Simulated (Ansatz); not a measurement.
Structures of equal composition on the (0001) surface of hcp Ti: a pseudomorphic layer of Pt in the host's stacking; a pseudomorphic layer of Pt in the other hollow. The slabs share one bottom face, and each structure is named by its start. These are constructed structures in small cells; real faces may alloy, dewet or reconstruct in larger ones, and not all known structures of the face are among them. Slabs of about 12 Å with all that they carry, Fermi-Dirac smearing of 0.1 eV. Bottom of the slabs: a bare face, its two planes held. Relaxed from the named starts with such symmetry as they have, on meshes of like density; energies extrapolated to zero smearing; no spin-orbit coupling, no U. Spin-polarised runs, if any, are marked in brackets, and their order is one that fits the cell; the others ran without spin.

These are PBE (plane waves to 420 eV, PAW; Ansatz, a program for electronic structure) values and carry that method's errors.

Q: Rank these by energy per 1x1 cell (lowest first), as PBE gives it.

A: a pseudomorphic layer of Pt in the other hollow (0.000 eV), a pseudomorphic layer of Pt in the host's stacking (0.070 eV)
